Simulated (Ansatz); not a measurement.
Results of LDA (plane waves, PAW; Ansatz, an electronic-structure program) for ZrN (model structure, started from the WC type, P-6m2, No. 187, 2 atoms in the cell).

Numerical settings: plane-wave cutoff 520 eV, 24×24×18 k mesh (along the axes of the cell as run), Fermi–Dirac smearing 0.05 eV, scalar-relativistic PAW data made under PBE.

Cell (relaxed at this level):

```cif
data_NZr
_chemical_formula_sum 'Zr1 N1'
_space_group_name_H-M_alt 'P-6m2'
_space_group_IT_number 187
_space_group_name_Hall 'P -6 2'
_cell_length_a 3.08309
_cell_length_b 3.08309
_cell_length_c 2.87457
_cell_angle_alpha 90.000
_cell_angle_beta 90.000
_cell_angle_gamma 120.000
loop_
_atom_site_label
_atom_site_type_symbol
_atom_site_symmetry_multiplicity
_atom_site_Wyckoff_symbol
_atom_site_fract_x
_atom_site_fract_y
_atom_site_fract_z
_atom_site_occupancy
Zr1 Zr 1 a 0.00000 0.00000 0.00000 1
N1 N 1 f 0.66667 0.33333 0.50000 1
```

Give the computed bulk modulus.


- bulk modulus: 251 GPa

The run finds no gap.

Note: the bulk modulus is −V dP/dV from two relaxed cells at ±2 % in volume; the relaxation could raise the start's symmetry but not lower it, so the cell can be a saddle point.

Computed values are for the static lattice.

The result took around 90 core-seconds (rough).

A model structure was made by putting elements into a prototype or built by hand; it is no filed structure, need not be a known phase, and can be a saddle point held by its symmetry.
